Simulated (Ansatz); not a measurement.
## Ansatz run on LaBi₃ (P4mm, 4 atoms in the cell): self-consistent single point

Computed with PBEsol, default PAW files made with PBE (plane waves; Ansatz, a quantum-chemistry and plane-wave program).

This input was run:

Ansatz 0.2 input:
```yaml
# LaBi3
crystal:
  lattice:
    - [4.996725, 0.000000, 0.000000]
    - [0.000000, 4.996725, 0.000000]
    - [0.000000, 0.000000, 4.996725]
  atoms:
    - { symbol: La, position: [0.000000, 0.000000, 0.010007] }
    - { symbol: Bi, position: [0.500000, 0.000000, 0.500000] }
    - { symbol: Bi, position: [0.000000, 0.500000, 0.500000] }
    - { symbol: Bi, position: [0.500000, 0.500000, 0.000000] }
basis:
  ecutwfc: 30.9 Ry
kpoints:
  mp_grid:
    grid: [5, 5, 5]
hamiltonian:
  xc: pbesol
  pseudopotentials:
    kind: paw
scf:
  occupations:
    method: gaussian
    width: 0.0073 Ry
output:
  forces: true
  eigenvalues: true
  stress: true
```

The program printed (abridged):

```
WARN ansatz: RAYON_NUM_THREADS=1 ignored (pool sized by the plan → 1); use --threads N
Pseudopotentials: kind: paw
Pseudopotential: La, paw, valence charge 11
Pseudopotential: Bi, paw, valence charge 15
Crystal: 4 atoms, lattice volume = 124.755 Å³
Basis set: ecut = 420.4159175005146 eV, 2469 PW (Γ), exchange–correlation on 72×72×72 points (8 copies of the dense FFT grid, shifted against one another)
Bands: 34, of which v1, the nominal top of the filled ones, is band 28 counted from 1 (27 counted from 0)
Symmetry: 8 space group operations
Space group: P4mm (ITA 99), of the structure as read, at distance tolerance 5.0e-5 Å
k-points: 18 of 125 (time reversal used)
PAW frozen core: La, regenerated for the run's functional, and the local potential with it
PAW frozen core: Bi, regenerated for the run's functional, and the local potential with it
Initial density: superposition of atomic densities (neutral atoms: chi_scale 0, normalization atom), corrected by the library's trained network
Initial wavefunctions: pseudopotential atomic-orbital guess
Eigensolver: davidson
Functional: x = pbesol(κ = 0.804, μ = 0.12345679012345678), c = pbesol(β = 0.046)
SCF iter   1: F=—  HF=-42889.705544 eV  |F-HF|=—  |Δ(HF+E_count)|=         —  Δρ=2.37e-3  dr2=7.59e-3  ethr=1.77e-3  ⟨swp⟩=5.8  Hψ=2551  notcnv=0
all-band conjugate gradients solve this SCF's bands
preconditioner: auto → Kerker (q_TF=auto, 2.387 Å⁻¹)
SCF iter   2: F=—  HF=-42889.704271 eV  |F-HF|=—  |Δ(HF+E_count)|=   1.27e-3  Δρ=1.44e-3  dr2=3.25e-3  ethr=1.35e-5  ⟨swp⟩=2.1  Hψ=1277  notcnv=0
SCF iter   3: F=—  HF=-42889.703754 eV  |F-HF|=—  |Δ(HF+E_count)|=   5.17e-4  Δρ=2.31e-4  dr2=1.37e-4  ethr=5.80e-6  ⟨swp⟩=2.0  Hψ=765  notcnv=0
SCF iter   4: F=—  HF=-42889.703746 eV  |F-HF|=—  |Δ(HF+E_count)|=   8.08e-6  Δρ=1.01e-4  dr2=1.47e-5  ethr=2.44e-7  ⟨swp⟩=2.2  Hψ=1103  notcnv=0
SCF iter   5: F=—  HF=-42889.703720 eV  |F-HF|=—  |Δ(HF+E_count)|=   2.53e-5  Δρ=3.30e-5  dr2=1.54e-6  ethr=2.63e-8  ⟨swp⟩=2.0  Hψ=1084  notcnv=0
SCF iter   6: F=—  HF=-42889.703720 eV  |F-HF|=—  |Δ(HF+E_count)|=   3.71e-7  Δρ=9.78e-6  dr2=2.36e-7  ethr=2.75e-9  ⟨swp⟩=2.0  Hψ=1100  notcnv=0
SCF iter   7: F=-42889.703720 eV  HF=-42889.703720 eV  |F-HF|=5.38e-9  |Δ(HF+E_count)|=   2.42e-8  Δρ=3.54e-6  dr2=1.44e-8  ethr=1.79e-10  ⟨swp⟩=10.1  Hψ=3168  notcnv=0
SCF 1 converged in 7 iterations: F = -42889.703720 eV  dr2 = 1.44e-8
SCF converged after 7 iterations
Free energy (F): -42889.703720 eV
Harris-Foulkes:  -42889.703720 eV  (|F-HF|=5.38e-9)
Internal energy: -42889.682206 eV  (E = F + TS)
E sigma→0 (E₀):  -42889.692963 eV
Entropy (-TS):   -0.021514 eV (-5.378 meV/atom)
Fermi energy:    12.108896 eV
--- Per-component energies (eV) ---
  E_band       = -260.785035
  E_kinetic    = 1100.290570
  E_local      = -4578.425098  (includes V_loc(G=0)·N_el)
  E_nonlocal   = 1782.569177
  E_hartree    = 1471.512806
  E_xc         = -589.193071
  E_vxc        = -579.911274  (∫ρ·V_xc dr)
  E_paw        = -36858.795046  (= ΣΔE_a)
  E_vpaw       = -928.328844  (= ΣTr[D̂ρ^β])
  E_aug_tail   = -0.001383  (compensation charges beyond the density's cutoff)
  E_ewald      = -5218.078927
  E_core_change = 0.438766  (= ΣΔE_core)
  E_smearing   = -0.021514  (= −TS)
  E_closure    = -0.000000  (closes the sum)
  Σ components = -42889.703720   (vs F -42889.703720, Δ=0.00e0)
--- Forces (eV/Å), atoms counted from 1 ---
  atom   1  La    -0.00000000     0.00000000    -0.17283526
  atom   2  Bi    -0.00000000     0.00000000     0.08032069
  atom   3  Bi    -0.00000000     0.00000000     0.08032069
  atom   4  Bi    -0.00000000     0.00000000     0.01220173
  max |Σ_I F_I| component: 7.86e-6 eV/Å
--- Stress (GPa, compression-positive) ---
       -1.914815       0.000000       0.000000
        0.000000      -1.914815       0.000000
        0.000000       0.000000      -1.924272
  P = ⅓ Tr σ = -1.9180 GPa (-19.180 kbar)
  The stress holds the Pulay correction. Without it, at fixed plane waves, as pw.x and ABINIT print it: P = -1.9397 GPa
--- Band table (eV; the first three rows and the last of 18) ---
  k-point 0: bands = ["-21.0065", "-10.6524", "-10.6522", "-10.6522", "-10.6514", "-10.5352", "-10.5350", "-10.5219", "-10.5216", "-10.5036", "-10.5024", "-10.5024", "-10.4409", "-10.4409", "-10.4400", "-10.4061", "-4.7397", "-4.7389", "-4.7389", [...]
  k-point 1: bands = ["-21.0056", "-10.6494", "-10.6429", "-10.6333", "-10.6333", "-10.5434", "-10.5323", "-10.5222", "-10.5141", "-10.5056", "-10.5046", "-10.5046", "-10.4612", "-10.4612", "-10.4400", "-10.4154", "-4.7888", "-4.7284", "-4.7284", [...]
  k-point 2: bands = ["-21.0041", "-10.6461", "-10.6218", "-10.5833", "-10.5833", "-10.5641", "-10.5304", "-10.5219", "-10.5219", "-10.5216", "-10.5088", "-10.4997", "-10.4997", "-10.4923", "-10.4400", "-10.4370", "-4.8640", "-4.7114", "-4.7114", [...]
  k-point 17: bands = ["-21.0013", "-10.6141", "-10.6016", "-10.6016", "-10.5725", "-10.5724", "-10.5592", "-10.5514", "-10.5425", "-10.5299", "-10.5296", "-10.4872", "-10.4863", "-10.4390", "-10.4385", "-10.4262", "-4.7947", "-4.7906", "-4.7900", [...]
```

The run converged in 7 iterations.

The starting cell comes from a database of computed structures (which also holds hypothetical and non-ambient phases and stackings), without a prior relaxation at this level. Its lattice was rescaled by up to half a per cent. One atom was moved a little off its site on purpose. Spin-orbit coupling is off. Ansatz's pressure includes its estimate of the finite-basis (Pulay) stress.
